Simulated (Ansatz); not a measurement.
Worked calculations on one periodic cell of amorphous Zr₂₀O₄₁Mg: Zr20O41Mg, 62 atoms, volume 794.4 Å³, made by a melt-quench on the CHGNet potential and relaxed with DFT. O atoms were pushed apart under 1.9 Å during the dynamics, to hinder bonds among them. It is a model cell: composition and starting density were chosen by hand, and all elements were melted together. Cycles of charging were run to anneal it. Level of theory: PBE, scalar-relativistic without spin-orbit coupling (plane waves to 420 eV, PAW; Ansatz, a program for electronic structure). Sampling: a 2×2×2 Γ-centred mesh; Fermi-Dirac width 0.02 eV; no spin polarisation. Its volume was held where the quench left it, its shape was free, and it stands at a mean pressure of -2.4 GPa with stress components up to 2.9 GPa; the relaxation ran on the zone centre alone. Its density went from a set 5.24 to 5.24 g/cm³. The cell is small and was quenched far faster than a real film, so it is one sample of the glass.

Task: Count formal charges (Zr +4, O -2, Mg +2). What does the count lead one to expect at the Fermi level, and what does the calculation give?

Result: 20 × (+4) + 41 × (-2) + 1 × (+2) = 0. The charges balance, so the anion-derived valence states can be full and a gap can open. On this mesh the highest filled and lowest empty level lie 3.46 eV apart, the PBE gap of this cell, with a localised state at one edge or both.

Four energies for an added electron at PBE on the zone centre alone (charged cells in a uniform background, spin-polarised): neutral at the neutral geometry -108965.598 eV; charged at the neutral geometry -108952.892 eV; charged and relaxed -108952.999 eV; neutral at the charged geometry -108965.422 eV.

Task: Find the two relaxation energies and their sum, the reorganisation energy.

Result: On charging: -108952.892 − (-108952.999) = 0.107 eV. On discharging: -108965.422 − (-108965.598) = 0.176 eV. The sum is 0.283 eV. The carrier's level spreads over 16 of the 62 atoms' worth, so it counts as partly localised, most on one Zr atom with neighbours O 2.12 Å, O 2.15 Å, O 2.17 Å, O 2.17 Å, O 2.23 Å, O 2.25 Å, O 2.39 Å (neutral geometry). The values are uncorrected: the image energy of a point charge in this cell, 2.84 × 14.40 / (2 × 9.3) = 2.2 eV before screening, is screened by electrons alone at the fixed geometry and by ions too after relaxing, and the carrier can be spread before it relaxes, so each term can be off by up to that value times 1/ε∞, some tenths of an eV. PBE's self-interaction favours spread-out carriers, so a hybrid can localise more.

Four energies for a hole at PBE on the zone centre alone (charged cells in a uniform background, spin-polarised): neutral at the neutral geometry -108965.598 eV; charged at the neutral geometry -108974.611 eV; charged and relaxed -108974.904 eV; neutral at the charged geometry -108964.830 eV.

Task: Find the two relaxation energies and their sum, the reorganisation energy.

Result: On charging: -108974.611 − (-108974.904) = 0.293 eV. On discharging: -108964.830 − (-108965.598) = 0.768 eV. The sum is 1.061 eV. The carrier's level spreads over 3 of the 62 atoms' worth, so it counts as localised, most on one O atom with neighbours Zr 2.11 Å, Zr 2.15 Å, Zr 2.21 Å (neutral geometry). The values are uncorrected: the image energy of a point charge in this cell, 2.84 × 14.40 / (2 × 9.3) = 2.2 eV before screening, is screened by electrons alone at the fixed geometry and by ions too after relaxing, and the carrier can be spread before it relaxes, so each term can be off by up to that value times 1/ε∞, some tenths of an eV. PBE's self-interaction favours spread-out carriers, so a hybrid can localise more.
